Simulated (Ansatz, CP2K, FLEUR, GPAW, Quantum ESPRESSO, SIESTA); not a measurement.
**Code comparison for YIn₅Rh (P4/mmm, 7 atoms in the cell)**

Self-consistent single point, at a second geometry (lattice scaled by 0.98). First geometry:

```
YIn5Rh
1.0
    4.63782     0.00000     0.00000
    0.00000     4.63782     0.00000
    0.00000     0.00000     7.44293
Y In Rh
1 5 1
Cartesian
  0.00000   0.00000   0.00000
  0.00000   2.31891   2.24352
  0.00000   2.31891   5.19941
  2.31891   0.00000   2.24352
  2.31891   0.00000   5.19941
  2.31891   2.31891   0.00000
  0.00000   0.00000   3.72146
```

Shared settings, as Ansatz (a first-principles code) writes them: kpoints.mp_grid.grid = 5 5 3; scf.occupations.method = fermi_dirac; scf.occupations.width = 0.136 eV. Potentials and cutoffs stand in the table.

```csv
code,model,ΔF from the first geometry (meV/atom),pressure (GPa),largest force (eV/Å),cutoff
FLEUR,"PBEsol, all-electron FLAPW (FLEUR), scalar-relativistic valence",4.1,–,0.255,Kmax 4.2 1/bohr
SIESTA,"GGA PBEsol, numerical atomic orbitals DZP, PseudoDojo PBEsol standard norm-conserving potentials (rewritten from UPF to PSML)",4.4,3.50,0.283,grid 300 Ry
Ansatz,"PBEsol, PAW files made with PBE",3.3,3.09,0.245,420 eV
Quantum ESPRESSO,"PBEsol, PseudoDojo standard norm-conserving (PBESOL) pseudopotentials",5.1,3.35,0.264,90 Ry
CP2K,"PBEsol, GPW, DZVP-MOLOPT-SR-GTH basis, GTH-PBE potentials (GTH_POTENTIALS)",11.4,4.23,0.331,grid 500 Ry
GPAW,"PBEsol, GPAW PAW datasets PBEsol (made by gpaw-setup)",1.8,2.67,0.269,550 eV
```

A dash marks a value that a program does not give, or that is left out as unsure.

On Ansatz's run: spin polarisation is off.

The spread over the programs that give each value: ΔF from the first geometry within 9.6 meV/atom; pressure within 1.56 GPa; largest force within 0.086 eV/Å.

SIESTA and CP2K use small atom-centred bases, whose incompleteness enters pressures, forces and empty levels differently from a plane-wave cutoff. FLEUR treats all electrons, but the usual bases taken here (sphere radii, linearisation, local orbitals, empty states) were not tested for convergence, so the values are no reference for the others. Ansatz's pressure is given at a fixed set of plane waves, as the other plane-wave codes print theirs. In the pressure, CP2K (by 1.14) lies more than 1 GPa from the median of the plane-wave programs.

The starting cell comes from a database of computed structures (which also holds hypothetical and non-ambient phases and stackings), without a prior relaxation at this level. For this run, on top of that: lattice scaled by 0.98.

Keys are those of Ansatz 0.2.
